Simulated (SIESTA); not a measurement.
## Converging the k-point mesh: TiO₂ (Imm2, 6 atoms in the cell)

```
CELL_PARAMETERS angstrom
     -1.88304     1.88304     4.73123
      1.88304    -1.88304     4.73123
      1.88304     1.88304    -4.73123
ATOMIC_POSITIONS crystal
  Ti 0.75528 0.25528 0.50000
  Ti 0.00000 0.00000 0.00000
  O  0.54200 0.04200 0.50000
  O  0.79200 0.79200 0.00000
  O  0.20800 0.20800 0.00000
  O  0.95800 0.45800 0.50000
```

Method: LDA PW92, numerical atomic orbitals DZP, PseudoDojo LDA standard norm-conserving potentials (rewritten from UPF to PSML) run with SIESTA.

Base settings: XC.functional = LDA; XC.authors = PW92; potentials = PseudoDojo LDA standard; PAO.BasisSize = DZP; PAO.EnergyShift = 0.01 Ry; MeshCutoff = 350 Ry; kgrid.MonkhorstPack = 4 4 4; OccupationFunction = FD; ElectronicTemperature = 0.02 eV; MaxSCFIterations = 150.

Only quantities that move along the ladder and can be compared are tabulated.

Core times come from one kind of shared machine, to one figure; runs under 30 s give none.

The starting cell has typed, rounded lattice constants, without a prior relaxation at this level. Its lattice was rescaled by up to half a per cent. One atom was moved a little off its site on purpose. Values carry the incompleteness of an atom-centred basis.

Steps (kgrid.MonkhorstPack): 2 2 2; 3 3 3; 4 4 4; 5 5 5; 7 7 7; 9 9 9; 11 11 11; 13 13 13; 16 16 16; 20 20 20; 22 22 22; 27 27 27.

### Question
What is the coarsest kgrid.MonkhorstPack that holds the pressure within 1 GPa of the last step, with all finer ones?

### Answer
3 3 3; the step before is off by 1.1 GPa.

### Question
What is the coarsest kgrid.MonkhorstPack that holds the forces within 0.02 eV/Å of the last step, with all finer ones?

### Answer
4 4 4; the step before is off by 0.12 eV/Å.

### Question
What is the coarsest kgrid.MonkhorstPack that holds the free energy within 0.5 meV/atom of the last step, with all finer ones?

### Answer
5 5 5; the step before is off by 1.4 meV/atom.

```tsv
kgrid.MonkhorstPack	free energy less the last step's (meV/atom)	pressure (GPa)	largest difference of a force vector from the last step's (eV/Å)	gap on the mesh (eV)	core time / last (rough)
2 2 2	-16.85	-3.48	0.333	1.853	–
3 3 3	-3.25	-2.57	0.117	1.972	–
4 4 4	1.38	-2.37	0.010	1.889	–
5 5 5	0.19	-2.38	0.006	1.867	–
7 7 7	-0.01	-2.38	0.000	1.852	–
9 9 9	0.00	-2.38	0.000	1.851	0.04
11 11 11	0.00	-2.38	0.000	1.854	0.06
13 13 13	0.00	-2.38	0.000	1.858	0.09
16 16 16	0.00	-2.38	0.000	1.851	0.2
20 20 20	0.00	-2.38	0.000	1.853	0.4
22 22 22	0.00	-2.38	0.000	1.854	0.4
27 27 27	0.00	-2.38	0.000	1.851	1
```
